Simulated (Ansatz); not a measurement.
# A computed series for Rh: response to strain

The reference is Rh in the fcc (Cu type) structure (space group Fm-3m, No. 225; a = 3.802 Å; relaxed with 0.1 eV smearing). Axes: x, y, z lie along the cube axes.

Strains are applied to the cell and any free atomic positions relax; under biaxial strain the out-of-plane vector relaxes too.

Method: Ansatz (a program for electronic structure) r2SCAN, no spin-orbit coupling.

Notes on the quantities. energy relative to the base: free energy F.

```tsv
biaxial strain, plane normal [111], relaxed out of plane (%)	energy relative to the base (meV/atom)
0	0.0
0.42	0.9
0.83	3.5
1.25	?
1.67	13.6
2.08	20.7
2.5	29.4
```

Fit ΔE = Aε² + Bε³ (ε in %) to the rows shown and predict the withheld row.

Least squares on the printed values gives A = 5.22 and B = -0.21 meV/atom (largest residual 0.0 meV/atom); this predicts 7.8 meV/atom, and the run gives 7.7 meV/atom, in agreement.

Whether these cells are dynamically stable was not tested. The final runs are not spin-polarised. Rh lies near a magnetic instability that expansion can trigger; it was not tested.
